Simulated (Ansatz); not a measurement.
# What pressure 2.1 GPa does to WC

The parent structure is WC (space group P-6m2, No. 187; a = 2.9219 Å, c = 2.8471 Å).

Perturbation: cell and atoms relaxed at a pressure of 2.1 GPa.

Calculations: Kohn–Sham DFT with the PBE functional, run in Ansatz (an electronic-structure program) with PAW and 420 eV plane waves, no spin-orbit coupling. Settings: 18×18×16 k-points, 0.05 eV Fermi–Dirac smearing.

| quantity | base | changed | shift |
|---|---|---|---|
| volume per atom | 10.52 Å³ | 10.47 Å³ | -0.057 Å³ |
| density | 15.45 g/cm³ | 15.53 g/cm³ | +0.08 g/cm³ |
| lattice parameter a | 292.2 pm | 291.6 pm | -0.6 pm |
| shortest interatomic distance | 220.7 pm | 220.3 pm | -0.4 pm |
| enthalpy H = E + PV relative to the base's energy | – | +0.14 eV/atom | – |
| band gap | zero | zero | – |

Load acts through the strain it causes; cell and atoms are relaxed under it. Whether these cells are dynamically stable was not tested. All final runs are without spin polarisation.
